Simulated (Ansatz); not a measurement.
**Ge on the Zn site + Zn vacancy + Zn vacancy in chalcopyrite ZnGeP2**

Level of theory: PBE, PAW (plane waves to 420 eV; Ansatz, a quantum-chemistry and plane-wave program). Cell: 64 sites, 2×2×1 repeats of a cell of 16 atoms; final energies on a 2×2×2 shifted mesh. Sites at the start: the Zn site; Zn 3.86 Å away; Zn 3.86 Å away. Energies of charged states are corrected for periodic images (point charge plus alignment at distant sites). Dielectric constants: PBE linear response of the host. Host gap at this level: 1.14 eV. A cell of this size leaves errors of a few tenths of an eV. Levels are measured in PBE's own, too narrow, gap. Spin–orbit coupling is left out. Each state is the lowest found from its start.

The name describes the start; the neighbours show where the atoms ended.

Charges with a result: +1, 0, −1. Others weren't obtained, and one of them could lie lower, also by skipping a charge.

| charge | moment (μB) | largest move off a lattice site (Å) | neighbours of the last Ge atom of the defect at the end (Å) |
|---|---|---|---|
| +1* | fractional | 0.24 | P 2.40, P 2.40, P 2.42, P 2.42 |
| 0* | not spin-polarised | 0.25 | P 2.40, P 2.40, P 2.42, P 2.42 |
| −1* | fractional | 0.24 | P 2.40, P 2.40, P 2.42, P 2.42 |

* At this level the carrier isn't localised at the defect: at charge +1 holes occupy the valence band; at charge 0 holes occupy the valence band; at charge −1 holes occupy the valence band. Such a state is shallow or no state of the defect, and this cell gives it no level.

Starting moments that weren't kept: charge −1 began with 1 μB and ended with 0.4.

Flagged in the runs: a doubtful potential alignment, a host whose relaxation on this sampling wasn't shown to rest, a strain field that reaches the edge of the cell.

All states together cost around 2.1 core-hours (rough).
